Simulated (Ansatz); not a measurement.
**Worked sum: energy of one form of W2CN over another**

We look at the energy of one form of W2CN over another. The value is E(A) − E(B), in meV per atom.

A: W2CN (Pmm2), 4 atoms in the cell; this is a cell whose start was taken from, or built on, an entry of a structure database, and that this text hasn't matched to a measured one; spin state with PBE: run without spin.
```
CELL_PARAMETERS angstrom
      2.84553     0.00000     0.00000
      0.00000     2.90881     0.00000
      0.00000     0.00000     5.03078
ATOMIC_POSITIONS crystal
  W  0.00000 0.00000 0.00233
  N  0.50000 0.00000 0.66515
  W  0.00000 0.50000 0.49750
  C  0.50000 0.50000 0.16835
```

B: W2CN (P-6m2), 4 atoms in the cell; this is a cell whose start was taken from, or built on, an entry of a structure database, and that this text hasn't matched to a measured one; spin state with PBE: run without spin.
```xyz
4
Lattice="2.9058 0.0000 0.0000 -1.4529 2.5165 0.0000 0.0000 0.0000 5.6954" Properties=species:S:1:pos:R:3 pbc="T T T"
W      0.0000     0.0000     4.2546
N      1.4529     0.8388     0.0000
W      0.0000     0.0000     1.4408
C      1.4529     0.8388     2.8477
```

Setting: static, neutral cells in Ansatz (PAW) whose structures rest at the PBE level. Ansatz (a program for electronic structure) runs with its PAW set soft_1. Other levels take these structures. The lattices are those relaxed with PBE, so at other levels the solids can be strained, which adds to the spread. A dispersion term (D3(BJ), or D4 for r2SCAN) was computed beside these levels and is taken off wherever the name lacks it. Space groups of crystals are read within 0.01 Å. The runs are scalar-relativistic, without spin-orbit coupling. The d electrons get no Hubbard U.

Total energies of the cells in eV, at zero smearing width. They compare only within one column; the weights balance every element.

```tsv
cell	atoms	weight	r2SCAN	RPBE
A: W2CN (Pmm2)	4	+1	-21434.01755	-21435.71657
B: W2CN (P-6m2)	4	−1	-21434.04712	-21435.74368
```

r2SCAN: (-21434.01755) − (-21434.04712) = 0.030 eV; dividing by 4 atoms gives 7 meV/atom.

RPBE: (-21435.71657) − (-21435.74368) = 0.027 eV; dividing by 4 atoms gives 7 meV/atom.

What follows from the r2SCAN value: Against the thermal energy at 300 K, k_BT = 25.9 meV, the difference of 7.4 meV per atom is 0.29 k_BT. To turn the order at 1000 K, where k_BT = 86.2 meV, the higher one would need 0.086 k_B per atom more entropy.
